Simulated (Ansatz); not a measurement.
We consider TiAl3 (I4/mmm, No. 139), described by RPBE in Ansatz (PAW).

Numerical settings: plane-wave cutoff 520 eV, 20×20×20 k mesh, Fermi–Dirac smearing 0.05 eV, no spin polarisation, scalar-relativistic PAW data made under PBE.

Shape and atoms are relaxed at each volume.

Pressure at four volumes; x = ln(V/16.281 Å³). One pressure is withheld.

```tsv
V (Å³/atom)	x	P (GPa)
15.630	-0.0408	4.49
16.281	0.0000	0.00
16.607	0.0198	-1.92
16.932	0.0392	?
```

### Question
Pass a parabola P(x) through the three rows shown, estimate the bulk modulus and its pressure derivative near zero pressure, and predict the withheld pressure.

### Answer
Slopes between the rows: (0.00 − (4.49))/(0.0000 − (-0.0408)) = -110.05 and (-1.92 − (0.00))/(0.0198 − (0.0000)) = -96.97 GPa. Their difference over the span 0.0606 is c = 13.08/0.0606 = 215.8 GPa, so P(x) = 4.49 + (-110.05)(x − (-0.0408)) + 215.8 (x − (-0.0408))(x − (0.0000)). At the middle row B = −dP/dx = −[-110.05 + 215.8 × 0.0408] = 101.2 GPa, and B′ = dB/dP = 2c/B = 4.3. At x = 0.0392 the parabola gives -3.64 GPa; the run gives -3.65 GPa. The Birch–Murnaghan fit to the energies at all volumes has B0 = 101 GPa and B′ = 4.1.

Note: the bulk modulus comes from volumes at which shape and atoms were relaxed.

Ansatz is a first-principles code.
